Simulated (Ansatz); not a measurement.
The starting structures come from a database of crystals and need not be the phases stable at ambient conditions.

 Where the default PAW files enter, the runs use the earlier of Ansatz's two default sets.

Tunnelling through a barrier is set by its complex band structure: the current falls as exp(−2κd) with the smallest κ.

Here is the system:

```xyz
8
Lattice="4.9313 0.0000 0.0000 -2.4657 4.2706 0.0000 2.4656 1.4235 4.5100" Properties=species:S:1:pos:R:3 pbc="T T T"
Mg     0.0000     2.8471     2.2550
Pd     0.0000     0.0000     0.0000
F      3.3112     2.7337     3.3970
F      1.6201     2.9604     1.1130
F      5.8395     1.5007     3.3970
F     -0.9082     4.1935     1.1130
F      0.7119     4.3068     3.3970
F      4.2194     1.3873     1.1130
```

Space group of this cell: R-3. The cell is taken as given; by PBEsol its mean pressure is 0.7 GPa.

Transport runs along the normal of the first two printed cell vectors, the (001) plane of the conventional cell.

No gap correction and no spin-orbit coupling; mid-gap values are interpolated between computed energies.

**Question.** Compute, with PBEsol run with Ansatz (a quantum-chemistry and plane-wave program), the band gap and the smallest decay constant κ at mid-gap.

**Answer.** Gap 1.93 eV on a 8×8×8 mesh; κ = 0.588 1/Å, at (0.333, 0.250) of the in-plane reciprocal vectors. At the zone centre, at the nearest computed energy, the slowest state has κ = 0.65 1/Å.
